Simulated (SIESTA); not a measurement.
SIESTA run on SiTe2 (P1, 3 atoms in the cell): self-consistent single point.

Method: GGA PBEsol, numerical atomic orbitals DZP, PseudoDojo PBEsol standard norm-conserving potentials (rewritten from UPF to PSML) (SIESTA 5.4.2).

The change in words: atoms moved at random. Reference geometry:
```xyz
3
Lattice="3.7921 0.0000 0.0000 -1.8961 3.2841 0.0000 0.0000 0.0000 7.0635" Properties=species:S:1:pos:R:3 pbc="T T T"
Si     0.0000     0.0000     0.0000
Te     0.0000     2.1894     5.4630
Te     1.8961     1.0947     1.6005
```

Reference input (self-consistent single point, DFT, GGA PBEsol, numerical atomic orbitals DZP, PseudoDojo PBEsol standard norm-conserving potentials (rewritten from UPF to PSML)): XC.functional = GGA; XC.authors = PBEsol; potentials = PseudoDojo PBEsol standard; PAO.BasisSize = DZP; PAO.EnergyShift = 0.01 Ry; MeshCutoff = 400 Ry; kgrid.MonkhorstPack = 8 8 4; OccupationFunction = MP; OccupationMPOrder = 0; ElectronicTemperature = 0.272 eV; MaxSCFIterations = 150; SCF.Mixer.Method = Pulay. This run's input differs from it in these lines:

```diff
@@ -18,5 +18,5 @@
 %block AtomicCoordinatesAndAtomicSpecies
-     0.000000000    0.000000000    0.000000000  1
-     0.333333000    0.666667000    0.773410000  2
-     0.666667000    0.333333000    0.226590000  2
+     0.002838000   -0.003109000   -0.006649000  1
+     0.324864000    0.662488000    0.777809000  2
+     0.672299000    0.340621000    0.228839000  2
 %endblock AtomicCoordinatesAndAtomicSpecies
```

Output (repeated stretches shortened):

```
        iscf     Eharris(eV)        E_KS(eV)     FreeEng(eV)     dDmax    Ef(eV) dHmax(eV)
   scf:    1    -5805.452543    -5805.474958    -5805.517598  0.933088 -3.634551  3.176377
   scf:    2    -5805.668560    -5805.578701    -5805.621718  0.031622 -3.746353  2.013691
   scf:    3    -5805.704783    -5805.651503    -5805.695462  0.051718 -3.940907  0.610477
   scf:    4    -5805.657848    -5805.655372    -5805.699642  0.017895 -4.001047  0.101413
   scf:    5    -5805.657616    -5805.656700    -5805.701079  0.010200 -3.999448  0.008931
   scf:    6    -5805.656715    -5805.656709    -5805.701092  0.000519 -3.998076  0.006602
   scf:    7    -5805.656722    -5805.656716    -5805.701102  0.001755 -3.995936  0.000572
   scf:    8    -5805.656715    -5805.656715    -5805.701102  0.000180 -3.996057  0.000540
   scf:    9    -5805.656715    -5805.656715    -5805.701102  0.000017 -3.996084  0.000827
SCF Convergence by DM+H criterion
max |DM_out - DM_in|         :     0.0000165778
max |H_out - H_in|      (eV) :     0.0008273754
SCF cycle converged after 9 iterations

Using DM_out to compute the final energy and forces

siesta: E_KS(eV) =            -5805.6567

siesta: E_KS - E_eggbox =     -5805.6567

siesta: Atomic forces (eV/Ang):
     1   -0.154454    0.055428    0.728112
     2    0.162103    0.032056   -0.932049
     3   -0.007645   -0.086885    0.203380
   Tot    0.000005    0.000599   -0.000557
   Max    0.932049
   Res    0.408529    sqrt( Sum f_i^2 / 3N )
   Max    0.932049    constrained

Stress tensor Voigt[x,y,z,yz,xz,xy] (kbar):       12.32        9.27       -3.79        3.18        4.61        2.39
(Free)E + p*V (eV/cell)    -5806.0270
Target enthalpy (eV/cell)    -5805.7011

   [... lines left out ...]
siesta: FreeEng =     -5805.701102
   [... lines left out ...]
siesta:     0.007692    0.001491    0.002877
siesta:     0.001491    0.005786    0.001985
siesta:     0.002877    0.001985   -0.002365

siesta: Cell volume =         87.965672 Ang**3

siesta: Pressure (static):
siesta:                Solid            Molecule  Units
siesta:          -0.00004034          0.00016084  Ry/Bohr**3
siesta:          -0.00370429          0.01476730  eV/Ang**3
siesta:          -5.93492215         23.65982911  kBar
```

The run converged in 9 iterations. Against the reference run the free energy rises by 12.5 meV/atom, the pressure goes from -0.95 to -0.59 GPa and the largest force goes from 0.444 to 0.947 eV/Å.

The starting cell comes from a database of computed structures (which also holds hypothetical and non-ambient phases and stackings), without a prior relaxation at this level. Its lattice was rescaled by a random factor within 2.5 % of one. For this run, on top of that: atoms moved at random. Values carry the incompleteness of an atom-centred basis. The run gives no clean gap (levels at the Fermi energy touch, overlap or are partly filled at this smearing), which alone does not show that the compound is a metal.

Cost on one core of a shared machine: roughly 30 s.
